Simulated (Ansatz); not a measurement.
**What biaxial strain −0.94 %, plane normal [001], relaxed out of plane does to TaS2**

Take TaS₂ in the CdI2 type structure (space group P-3m1, No. 164; a = 3.3318 Å, c = 5.7852 Å; layered, stacked along the Cartesian z axis; relaxed with 0.1 eV smearing) as the base. Axes: x lies along a and z along c of the hexagonal cell.

One thing is altered: biaxial strain −0.94 %, plane normal [001], relaxed out of plane (Cartesian); in-plane vectors clamped, the third vector and the atoms free.

Calculations: DFT with PBE-D3(BJ), PAW potentials and a 420 eV plane-wave cutoff in Ansatz (a program for electronic structure), no SOC, earlier PAW set. k-mesh 20×20×10 (Γ-centred); smearing 0.1 eV (Fermi–Dirac).

Volume per atom: 18.26 Å³ (base 18.54 Å³)
Space group: P-3m1 (No. 164) (base P-3m1 (No. 164))
Shortest interatomic distance: 2.461 Å (base 2.466 Å)
Pressure (mean of the normal stresses, compression positive): 1.3 GPa (base 0.0 GPa)
Band gap: zero (base zero)
Out-of-plane strain: +0.37 %
Mean in-plane stress (compression positive): +2.0 GPa

Stability against distortions was not tested. All final runs are without spin polarisation. An odd electron count without spin: TaS2.
